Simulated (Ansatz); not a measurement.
Base system: NaCl in the rock salt structure (space group Fm-3m, No. 225; a = 5.696 Å).

The values are results of PBE, PAW, 420 eV (Ansatz, a program for electronic structure; spin-orbit coupling left out), not measurements.

Strains are applied to the cell and any free atomic positions relax.

One change was made to it. Results:

The width of the top valence band grows by 0.121 eV (0.71 eV → 0.84 eV); the band gap goes up by 0.36 eV, from 5.00 eV to 5.36 eV.

Question: Name the change that was made.
A) isotropic strain +1.50 %
B) isotropic strain +3.00 %
C) isotropic strain −0.50 %
D) isotropic strain −2.50 %
E) isotropic strain −3.00 %

Answer: E, isotropic strain −3.00 %. For comparison, the band gap in the other runs: isotropic strain +1.50 % gives 4.84 eV; isotropic strain −0.50 % gives 5.05 eV; isotropic strain +3.00 % gives 4.69 eV; isotropic strain −2.50 % gives 5.29 eV.

Whether these cells are dynamically stable was not tested.
